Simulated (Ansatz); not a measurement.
**tetragonal ZrO2 (0 0 1) on diamond (0 0 1) (film strained to the substrate, faces as cut)**

A periodic stack without vacuum, tetragonal ZrO2 (0 0 1) on diamond (0 0 1) (film strained to the substrate, faces as cut): substrate slab C32, film Zr6O12, surface cells [[0, -1], [2, 1]] and [[0, 1], [-1, 0]], film strained by -1.4 and -1.4 %, faces C/C and O/O as cut (like faces can put a slab off its formula).

The start was prepared with a machine-learned potential, and the result is one local minimum, with the in-plane cell held and forces under 0.04 eV/Å; the film can end far from its bulk form.

Values marked by level come from PBE (plane waves to 420 eV, PAW; Ansatz, a first-principles code); HSE06 (plane waves to 420 eV, PAW; Ansatz). Geometries and values that name no level are of the first. Scalar-relativistic, without spin–orbit coupling; PBE gaps are too small against experiment. Its k-point mesh 7×7×1, Fermi–Dirac width 0.05 eV. HSE06 ran on meshes of its own (9×9×9, 5×5×3); its edges and gaps are taken over the mesh and over extra points off it, mostly where PBE has its edges.

| Quantity | Result |
|---|---|
| interface area | 12.8 Å² |
| period | 30.74 Å |
| gaps between the outermost planes at the two interfaces | 1.24 and 1.24 Å |
| C–Zr contacts across the interfaces within 1.22 times the sum of covalent radii | 4, mean 2.67 Å |
| C–O contacts across the interfaces within 1.22 times the sum of covalent radii | 2, mean 1.43 Å |
| PBE gap of the stack on the mesh, by band count | 1.21 eV |
| Fermi level over the substrate's valence edge (PBE) | +0.33 eV |
| valence offset, film less substrate (PBE) | -3.34 eV |
| conduction offset (PBE) | -3.31 eV |
| valence offset, film less substrate (HSE06 edges on the PBE line-up) | -3.76 eV |
| conduction offset (HSE06 edges on the PBE line-up) | -3.24 eV |
| spin-polarised check at this geometry | falls back to no moment |
| levels of the stack inside the substrate's PBE gap at the listed points (of the film's bands or of the interfaces) | 74 |

```xyz
50
Lattice="3.5713 -0.0003 -0.0528 0.0001 3.5716 -0.0362 -2.0980 1.0165 30.7652" Properties=species:S:1:pos:R:3 pbc="T T T"
C     -0.4216     3.3141     1.3722
C      1.3455     1.5109     1.3349
C      0.1606     0.8957     0.5057
C      2.5289     2.1218     0.5265
C      1.3827     3.3266     3.1559
C     -0.4049     1.5416     3.1609
C      2.2202     0.5982     2.2559
C      0.5194     2.4632     2.2631
C     -0.3774     3.3452     4.9482
C      1.4082     1.5593     4.9390
C      0.4977     0.6605     4.0686
C      2.2922     2.4402     4.0244
C      1.4346     3.3630     6.7078
C     -0.3508     1.5771     6.7507
C      2.3127     0.6738     5.8282
C      0.5302     2.4626     5.8364
C     -0.3262     3.3793     8.5191
C      1.4626     1.5962     8.5108
C      0.5549     0.6932     7.6410
C      2.3408     2.4787     7.5949
C      1.4828     3.4011    10.2783
C     -0.2940     1.6096    10.3231
C      2.3670     0.7105     9.3999
C      0.5812     2.4966     9.4073
C     -0.3163     3.3780    12.0921
C      1.5540     1.6711    12.0833
C      0.6083     0.7284    11.2308
C      2.3921     2.5145    11.1468
C      1.2442     3.7182    13.7770
C      0.0417     1.3739    13.8852
C      2.4283     0.7578    13.0043
C      0.6243     2.5270    12.9831
Zr    -0.1810     2.4343    16.0162
Zr     1.6353     4.2637    18.5455
O      1.6054     3.2466    15.0833
O      1.6281     2.4650    17.4956
O     -0.1315     4.2496    19.6298
O     -0.1521     4.2921    17.0295
Zr    -0.1087     2.4956    21.2323
Zr     1.7504     4.3081    23.8340
O      1.6623     2.4696    20.1521
O      1.7112     2.5143    22.8027
O     -0.0215     4.3441    24.9140
O     -0.0866     4.2911    22.2643
Zr     0.0085     2.5757    26.5211
Zr     1.8506     4.4093    29.0519
O      1.7766     2.5679    25.4374
O      1.8190     2.5493    28.0384
O      0.0663     3.6086    29.9861
O      0.0365     4.3727    27.5697
```
